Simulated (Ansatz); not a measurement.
## hcp Mg (1 0 0) on wurtzite ZnO (1 0 0) (film strained to the substrate, started from cuts of the bulks and a machine-learned relaxation; slabs Zn10O10 and Mg8, which can lie off the formulas)

A periodic stack without vacuum, hcp Mg (1 0 0) on wurtzite ZnO (1 0 0) (film strained to the substrate, started from cuts of the bulks and a machine-learned relaxation; slabs Zn10O10 and Mg8, which can lie off the formulas): substrate slab Zn10O10, film Mg8, surface cells [[0, 1], [-1, 0]] and [[0, 1], [-1, 0]], film strained by +2.2 and +2.5 %, outermost planes OZn/OZn and Mg/Mg as cut, which need not be the usual terminations and can put a slab off its formula.

The start was prepared with a machine-learned potential, and the result is one local minimum, with the in-plane cell held and forces under 0.04 eV/Å; the film can end far from its bulk form.

Computed with PBE (plane waves to 420 eV, PAW; Ansatz, a quantum-chemistry and plane-wave program). Scalar-relativistic, without spin–orbit coupling; the runs are not spin-polarised; PBE gaps are too small against experiment. Its k-point mesh 6×9×1, Fermi–Dirac width 0.05 eV.

```
Quantity                                                                                                                                                                              Result
--------------------------------------------------------------------------------  ----------------------------------------------------------------------------------------------------------
interface area                                                                                                                                                                       17.4 Å²
period                                                                                                                                                                               25.24 Å
heights between the nearest atoms of the two slabs at the two interfaces                                                                                                     1.50 and 1.51 Å
Mg–Zn contacts across the interfaces within 1.22 times the sum of covalent radii                                                                                             10, mean 3.09 Å
Mg–O contacts across the interfaces within 1.22 times the sum of covalent radii                                                                                               2, mean 1.93 Å
estimate of the barrier                                                           withheld, since the Fermi level falls at or inside a band of the host, which a slab this thin can't settle
```

```yaml
crystal:
  lattice:
    - [5.29363, 0.00002, 0.04313]
    - [0.00001, 3.27949, -0.00298]
    - [-0.21856, 0.24570, 25.23439]
  atoms:
    - { symbol: Zn, position: [0.58626, 0.44238, 0.06770] }
    - { symbol: Zn, position: [0.07937, 0.94152, 0.01961] }
    - { symbol: O, position: [0.96409, 0.43800, 0.06124] }
    - { symbol: O, position: [0.45818, 0.94509, 0.03065] }
    - { symbol: Zn, position: [0.58442, 0.93426, 0.17843] }
    - { symbol: Zn, position: [0.08304, 0.43576, 0.13700] }
    - { symbol: O, position: [0.96301, 0.93316, 0.17513] }
    - { symbol: O, position: [0.46167, 0.43694, 0.14124] }
    - { symbol: Zn, position: [0.58307, 0.42667, 0.29062] }
    - { symbol: Zn, position: [0.08314, 0.92918, 0.25035] }
    - { symbol: O, position: [0.96193, 0.42662, 0.28788] }
    - { symbol: O, position: [0.46200, 0.92920, 0.25304] }
    - { symbol: Zn, position: [0.58264, 0.91847, 0.40400] }
    - { symbol: Zn, position: [0.08417, 0.42163, 0.36252] }
    - { symbol: O, position: [0.96128, 0.91923, 0.39966] }
    - { symbol: O, position: [0.46276, 0.42097, 0.36581] }
    - { symbol: Zn, position: [0.57904, 0.40883, 0.52140] }
    - { symbol: Zn, position: [0.08587, 0.91363, 0.47322] }
    - { symbol: O, position: [0.95765, 0.41123, 0.51021] }
    - { symbol: O, position: [0.46367, 0.91157, 0.47974] }
    - { symbol: Mg, position: [0.57776, 0.38629, 0.64093] }
    - { symbol: Mg, position: [0.09666, 0.40877, 0.58095] }
    - { symbol: Mg, position: [0.56486, 0.89206, 0.75056] }
    - { symbol: Mg, position: [0.06710, 0.89065, 0.68416] }
    - { symbol: Mg, position: [0.56650, 0.40780, 0.85632] }
    - { symbol: Mg, position: [0.06467, 0.37440, 0.79042] }
    - { symbol: Mg, position: [0.59642, 0.95607, 0.95989] }
    - { symbol: Mg, position: [0.07661, 0.84179, 0.90111] }
```
